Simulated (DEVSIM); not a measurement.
System: In0.52Al0.48As/In0.53Ga0.47As p-n heterojunction, at 300 K.

```csv
layer (left to right),material,thickness (μm),Nd (cm⁻³),Na (cm⁻³),τn (s),τp (s)
1,In0.52Al0.48As,0.970,-,1e17,3.3e-8,3.3e-8
2,In0.53Ga0.47As,0.930,4.6e16,-,3.3e-8,9.9e-10
```

Left contact: ohmic. Right contact: ohmic. Voltage is applied to the left contact. Recombination: SRH at mid-gap, radiative. Mobility is μmin + (μ − μmin)/(1 + (N/Nref)^α).

This is a model device: material constants are rounded textbook-type values typed into the input, and sizes, dopings and lifetimes were drawn at random. Values at 300 K.

| parameter | In0.52Al0.48As | In0.53Ga0.47As |
|---|---|---|
| gap (eV) | 1.45 | 0.74 |
| affinity (eV) | 4 | 4.51 |
| permittivity | 12.5 | 13.9 |
| Nc (cm⁻³) | 5.1e17 | 2.1e17 |
| Nv (cm⁻³) | 1.1e19 | 7.7e18 |
| μn (cm²/Vs) | 4000 | 12000 |
| μp (cm²/Vs) | 75 | 300 |
| μn,min | 800 | 300 |
| μp,min | 10 | 10 |
| Nref,n | 3e16 | 1.3e17 |
| Nref,p | 1e17 | 4.9e17 |
| αn | 1.1 | 0.48 |
| αp | 0.6 | 0.4 |
| B (cm³/s) | 1e-10 | 9.6e-11 |

DEVSIM, 1D drift-diffusion, Boltzmann statistics, complete ionisation; no tunnelling, impact ionisation, image-force lowering or self-heating. Band offsets follow the typed affinities; no thermionic-emission limit at abrupt steps, no polarisation charge.

Task: Tabulate band edges, carrier densities and field at zero bias.

Result: Energies count from the Fermi level of the right contact; mesh points crowd at the junctions.

| x (μm) | Ec (eV) | Ev (eV) | n (cm⁻³) | p (cm⁻³) | field (V/cm) |
|---|---|---|---|---|---|
| 0.000 | 1.329 | -0.122 | < 1e2 | 1.0e17 | ≈ 0 |
| 0.006033 | 1.329 | -0.122 | < 1e2 | 1.0e17 | ≈ 0 |
| 0.01957 | 1.329 | -0.122 | < 1e2 | 1.0e17 | ≈ 0 |
| 0.04994 | 1.329 | -0.122 | < 1e2 | 1.0e17 | ≈ 0 |
| 0.1518 | 1.329 | -0.122 | < 1e2 | 1.0e17 | ≈ 0 |
| 0.3467 | 1.329 | -0.122 | < 1e2 | 1.0e17 | ≈ 0 |
| 0.6608 | 1.329 | -0.122 | < 1e2 | 1.0e17 | ≈ 0 |
| 0.8694 | 1.328 | -0.122 | < 1e2 | 9.7e16 | -550 |
| 0.9278 | 1.285 | -0.165 | < 1e2 | 1.8e16 | -26000 |
| 0.9530 | 1.178 | -0.272 | < 1e2 | 3.0e14 | -60000 |
| 0.9651 | 1.095 | -0.355 | < 1e2 | 1.2e13 | -78000 |
| 0.9721 | 0.529 | -0.211 | 2.7e8 | 2.2e15 | -75000 |
| 0.9808 | 0.467 | -0.273 | 3.0e9 | 2.0e14 | -69000 |
| 1.000 | 0.343 | -0.397 | 3.6e11 | 1.7e12 | -58000 |
| 1.065 | 0.093 | -0.647 | 5.7e15 | 1.1e8 | -19000 |
| 1.190 | 0.039 | -0.701 | 4.6e16 | 1.3e7 | -94 |
| 1.454 | 0.039 | -0.701 | 4.6e16 | 1.3e7 | ≈ 0 |
| 1.704 | 0.039 | -0.701 | 4.6e16 | 1.3e7 | ≈ 0 |
| 1.837 | 0.039 | -0.701 | 4.6e16 | 1.3e7 | ≈ 0 |
| 1.875 | 0.039 | -0.701 | 4.6e16 | 1.3e7 | ≈ 0 |
| 1.891 | 0.039 | -0.701 | 4.6e16 | 1.3e7 | ≈ 0 |
| 1.900 | 0.039 | -0.701 | 4.6e16 | 1.3e7 | ≈ 0 |
